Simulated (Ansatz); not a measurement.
The structure below was relaxed with PBE/PAW in Ansatz (a program for electronic structure), no SOC, earlier PAW set.

```
CELL_PARAMETERS angstrom
      0.00000     3.01026     3.01026
      3.01026     0.00000     3.01026
      3.01026     3.01026     0.00000
ATOMIC_POSITIONS crystal
  Si 0.75000 0.75000 0.75000
  Cd 0.00000 0.00000 0.00000
```

### Question
Find the space group and the Wyckoff positions.

### Answer
Space group F-43m (No. 216); a = b = c = 6.0205 Å, α = β = γ = 90.00°

| atom | site | symmetry | x | y | z |
|---|---|---|---|---|---|
| Si | 4c | -43m | 0.2500 | 0.2500 | 0.2500 |
| Cd | 4a | -43m | 0.0000 | 0.0000 | 0.0000 |

Stability against distortions was not tested. The final runs are not spin-polarised. The cell was made from CdS by this change: S → Si; the result is a hypothetical phase, not in the database extracts checked.
